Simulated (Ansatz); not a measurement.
Amorphous Ti₂₀O₄₁Ca, 62 atoms at 3.59 g/cm³, one PBE-relaxed geometry, zone centre. Methods: PBE, scalar-relativistic without spin-orbit coupling (Ansatz, an electronic-structure program); r2SCAN, scalar-relativistic without spin-orbit coupling (Ansatz); HSE06, scalar-relativistic without spin-orbit coupling (Ansatz). Plane waves to 420 eV (r2SCAN 500 eV); exact exchange is cut at the cell's faces. All rungs ran without spin polarisation.

Preparation: random packing, a CHGNet melt and quench, and a DFT relaxation. O atoms were pushed apart under 1.9 Å during the dynamics, to hinder bonds among them. The hot cell started wider than the set density and was brought back towards it in steps. It is the lowest in DFT energy of 2 quenches. It is a model cell: composition and starting density were chosen by hand, and all elements were melted together. No dispersion term was used. Its density started from a set value of 3.59 and ended at 3.59 g/cm³. The quench (nominally 360 K/ps over its main leg) was far faster than any real one, so the model tends to hold more defects than a real film. One small periodic cell is one sample of the glass; other quenches scatter about these values. The volume was held where the preparation left it and the shape relaxed, at a PBE pressure of 1.8 GPa. Stress components on the final sampling reach 1.9 GPa. On a 2×2×2 Γ-centred mesh force components of up to 0.23 eV/Å stay, since the relaxation ran on the zone centre alone.

The relaxation ran on the zone centre alone. At PBE the gap is 2.69 eV on a 2×2×2 Γ-centred mesh, and the spacing at the zone centre alone 2.74 eV.

Question: What zone-centre spacing does r2SCAN give, roughly?

Answer: 3.10 eV (+0.36 eV against PBE).

Question: What zone-centre spacing does HSE06 give, roughly?

Answer: 4.29 eV (+1.55 eV against PBE).

The highest filled and the lowest empty state spread over these numbers of atoms (participation numbers): PBE: 16.3 and 18.1; r2SCAN: 17.2 and 17.6; HSE06: 14.3 and 19.3.
